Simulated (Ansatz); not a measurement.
# NaCl under a change: biaxial strain +1.00 %, plane normal [001], relaxed out of plane

Consider NaCl in the rock salt structure (space group Fm-3m, No. 225; a = 5.601 Å). Axes: x, y, z lie along the cube axes.

Now apply this change: tensile biaxial strain of 1.00 % in the plane normal to [001], as in epitaxy on a mismatched substrate; the out-of-plane cell vector and the atoms relax.

Level of theory: plane-wave PAW DFT at the PBEsol level (Ansatz, a program for electronic structure, 420 eV), no SOC. Γ-centred 10×10×10 mesh, Fermi–Dirac width 0.05 eV.

Volume per atom: 22.32 Å³ (base 21.97 Å³)
Space group: I4/mmm (No. 139) (base Fm-3m (No. 225))
Shortest interatomic distance: 2.790 Å (base 2.801 Å)
Energy relative to the base (free energy F): +0.8 meV/atom
Pressure (mean of the normal stresses, compression positive): -0.38 GPa (base 0.01 GPa)
Band gap: 4.95 eV (base 5.01 eV)
Gap character: direct at Γ (base direct at Γ)
Electron mass: 0.39 mₑ (at Γ) (base 0.39 mₑ (at Γ))
Valence-band top at Γ (three highest levels, from the VBM): 0.00, 0.00, -0.01 eV (base 0.00, 0.00, 0.00 eV)
Out-of-plane strain: -0.39 %
Ratio −ε⊥/ε∥: 0.39
Mean in-plane stress (compression positive): -0.6 GPa

Masses are band curvatures over ±0.01 Å⁻¹ around the edge. No phonon test of stability was made. Labels are those of the standard path for the cell's own space group.
